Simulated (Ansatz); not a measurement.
## WC, response to strain

The parent structure is WC (space group P-6m2, No. 187; a = 2.9127 Å, c = 2.8354 Å; relaxed with 0.1 eV smearing).

Strains are applied to the cell and any free atomic positions relax.

Level of theory: DFT with r2SCAN, PAW potentials and a 500 eV plane-wave cutoff in Ansatz (a first-principles code), scalar-relativistic without spin-orbit coupling.

Notes on the quantities. energy relative to the base: free energy F.

| isotropic strain (%) | energy relative to the base (meV/atom) |
|---|---|
| -3 | 117.4 |
| -2.5 | ? |
| -2 | 50.5 |
| -1.5 | 28.0 |
| -1 | 12.2 |
| -0.5 | 3.0 |
| 0 | 0.0 |

Problem. Fit ΔE = Aε² + Bε³ (ε in %) to the rows shown and predict the withheld row.

Solution. Least squares on the printed values gives A = 11.8 and B = -0.41 meV/atom (largest residual 0.0 meV/atom); this predicts 80.2 meV/atom, and the run gives 80.2 meV/atom, in agreement.

Whether these cells are dynamically stable was not tested. The final runs are not spin-polarised.
